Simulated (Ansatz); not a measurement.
Input:

End structure of OH on the 1x1 (111) surface of fcc Cu, one in a 1x1 cell, started at the site 'hollow Cu-Cu-Cu over Cu at depth 4.1 Å':

```yaml
crystal:
  lattice:
    - [2.56680, 0.00000, 0.00000]
    - [-1.28340, 2.22291, 0.00000]
    - [0.00000, 0.00000, 25.50000]
  atoms:
    - { symbol: Cu, position: [0.33333, 0.66667, 0.37817] }
    - { symbol: Cu, position: [0.66667, 0.33333, 0.45940] }
    - { symbol: Cu, position: [0.00184, 0.99838, 0.54133] }
    - { symbol: Cu, position: [0.35523, 0.64530, 0.62279] }
    - { symbol: O, position: [0.83331, 0.16652, 0.68294] }
    - { symbol: H, position: [0.03946, 0.96631, 0.69846] }
```

Set-up: 6 atoms, 6.2 Å thick at the start under the adsorbate (thin: gaps and levels are the slab's own); mesh 12x12x1; 0.1 eV smearing; dipole correction on; 2 atoms held, the rest relaxed; no symmetry held; spin-polarised, no spin-orbit, no U, no dispersion correction. The starting moment vanished. At the end it is bonded to 2 Cu. In PBE it is, or lies within 0.03 eV of, the lowest of the starts that converged.

A negative adsorption energy means that the adsorbate is more stable on the surface than in its reference.

What change of the work function does PBE run with Ansatz (a program for electronic structure) give?

0.74 eV

What is the computed change of the step from the bottom to the top vacuum level, against the clean slab (PBE)?

0.67 eV

Give the work function of the top face at the level PBE.

5.51 eV

Give the adsorption energy against H2O(g) − ½ H2(g) at the level PBE.

1.00 eV
